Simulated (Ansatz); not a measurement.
Take TiSi2 (space group Fddd, No. 70; a = 4.760 Å, b = 8.180 Å, c = 8.499 Å) as the base.

The values are results of DFT with PBEsol, PAW potentials and a 420 eV plane-wave cutoff in Ansatz (an electronic-structure program), no spin-orbit coupling, earlier PAW set, not measurements.

One change was made to it. Results:

```tsv
quantity	base	after
shortest interatomic distance	2.516 Å	2.305 Å
band gap	zero	zero
```

Problem. Which of these changes matches the shifts?
A. Si → Mn
B. Si → As
C. Si → Pb

Solution. A, Si → Mn. For comparison, the shortest interatomic distance in the other runs: Si → Pb gives 2.919 Å; Si → As gives 2.729 Å.

No phonon test of stability was made. As relaxed here, TiMn2, TiPb2 and TiAs2 are hypothetical phases, not in the database extracts checked. Starting moments died away, wholly or in part, for Si → Mn; another magnetic solution may exist. The final runs are not spin-polarised. TiPb2 and TiAs2 have a high density of states at the Fermi level and may be magnetic at this level.
